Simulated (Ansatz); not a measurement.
## How far PBE and r2SCAN part for InSb, Sb → P

Take InSb in the zinc blende structure (space group F-43m, No. 216; a = 6.6346 Å) as the base.

(Cell as relaxed with PBE.)

Levels (all Ansatz, an electronic-structure program, PAW): PBE (420 eV, scalar-relativistic without spin-orbit coupling); r2SCAN (500 eV, scalar-relativistic without spin-orbit coupling).

Each level relaxes its own structure.

```
base                      PBE    r2SCAN
-------------------  --------  --------
volume per atom      36.51 Å³  35.22 Å³
lattice parameter a   6.635 Å   6.556 Å
band gap                 zero      zero
```

Modification: every Sb is replaced by P; the structure is relaxed again.

```csv
quantity,PBE,r2SCAN
lattice parameter a,5.960 Å,?
band gap,0.44 eV,?
electron mass,0.037 mₑ (at Γ),?
```

What does r2SCAN give?


- lattice parameter a, r2SCAN: 5.907 Å
- band gap, r2SCAN: 1.03 eV
- electron mass, r2SCAN: 0.074 mₑ (at Γ)

PBE's lattice parameter a lies 0.053 Å above r2SCAN's (0.9 %); PBE's band gap lies 0.59 eV below r2SCAN's. Neither level is exact; r2SCAN is the comparison here, not a measurement.

Spin-orbit coupling, missing from the scalar runs, can matter with Sb. Masses are band curvatures over ±0.01 Å⁻¹ around the edge. No phonon test of stability was made. The final runs are not spin-polarised. Gaps under 0.05 eV, about the width of the smearing, are given as zero. The zero or small gap of InSb can change with the level of theory.
